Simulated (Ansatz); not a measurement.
The reference is BaCuTeF (space group P4/nmm, No. 129; a = 4.3600 Å, c = 9.2714 Å; a cell from a computed database, its experimental status unchecked).

The values are results of PBEsol (Ansatz, a program for electronic structure, PAW, without spin-orbit coupling), not measurements.

Base values:

```
Quantity                            Value
----------------------------  -----------
Gap between the host's bands      0.85 eV
Gap character                 direct at Γ
```

Now apply this change: 1.76 holes added to each cell, a density of 1.0×10^22 cm⁻³, with a uniform compensating background at fixed cell and a 300 K Fermi–Dirac width.

### Question
What happens to the largest internal atomic displacement?

### Answer
The largest internal atomic displacement is 0.152 Å.

### Question
Predict the new gap between the host's bands.

### Answer
The gap between the host's bands increases by 0.10 eV, from 0.85 eV to 0.95 eV.

### Question
Predict the new Fermi level from band edge.

### Answer
The Fermi level relative to the doped band's edge (positive inside the band; to 0.05 eV) is +0.70 eV.

### Question
What happens to the gap character?

### Answer
The gap character stays direct at Γ.

Carriers are added with a uniform compensating background; total energy and stress of such cells depend on the potential's zero and are not compared; many-body gap narrowing is missing at this level. With Te present, leaving out spin-orbit coupling can change the band edges. Whether these cells are dynamically stable was not tested. No Hubbard U is applied. All final runs are without spin polarisation.
